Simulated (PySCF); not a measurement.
PySCF 2.14.0, unrestricted WB97X/def2-svp, df: [Cl][Ge]([Cl])[Cl], charge 0, multiplicity 2, 4 atoms. The geometry is a generated start, not checked to be a minimum at this level.

| Quantity | Result |
|---|---|
| task | energy |
| method | wb97x |
| basis | def2-svp |
| two-electron scheme | density fitting |
| mol.max_memory | 3000 MB |
| mf.max_cycle | 100 |
| mf.DIIS | CDIIS (default) |
| mf.conv_tol | 1e-09 (default) |
| mf.grids.level | 3 (default) |
| basis functions | 86 |
| grid points | 77280 |

```xyz
4

Cl    -1.4874    -1.3557    -0.2060
Ge     0.0014     0.0059     0.6479
Cl    -0.4360     1.9608    -0.2388
Cl     1.9219    -0.6109    -0.2031
```

Charge 0 and multiplicity 2 are set for this test and not shown to be the ground state.

With the defaults (mf.diis = true, mf.init_guess = minao, mf.damp = 0, mf.diis_start_cycle = 1, mf.diis_space = 8, mf.level_shift = 0, mf.diis_damp = 0) it converges in 13 Fock builds. One run each on 2 threads, 1 BLAS thread, with these changes:
- mf.diis_space = 12
- mf.diis_damp = 0.3
- mf.init_guess = huckel
- mf.diis_space = 3
- mf.init_guess = sap
- mf.init_guess = atom
- mf.diis = false
- mf.damp = 0.3, mf.diis_start_cycle = 4
- mf.level_shift = 0.1 Hartree

Task: Which of these changes keep the SCF from converging, or lead it to another solution?

Result: No convergence: mf.diis = false (the run ends without SCF convergence in 100 cycles). The rest reach the solution of the defaults.

```json
[
 {"setting": "the defaults", "Fock builds": "13", "end": "same solution"},
 {"setting": "mf.init_guess = sap", "Fock builds": "13", "end": "same solution"},
 {"setting": "mf.init_guess = huckel", "Fock builds": "13", "end": "same solution"},
 {"setting": "mf.diis_space = 12", "Fock builds": "13", "end": "same solution"},
 {"setting": "mf.diis_damp = 0.3", "Fock builds": "13", "end": "same solution"},
 {"setting": "mf.init_guess = atom", "Fock builds": "13", "end": "same solution"},
 {"setting": "mf.damp = 0.3, mf.diis_start_cycle = 4", "Fock builds": "14", "end": "same solution"},
 {"setting": "mf.diis_space = 3", "Fock builds": "14", "end": "same solution"},
 {"setting": "mf.level_shift = 0.1 Hartree", "Fock builds": "14", "end": "same solution"},
 {"setting": "mf.diis = false", "Fock builds": "101", "end": "no convergence"}
]
```
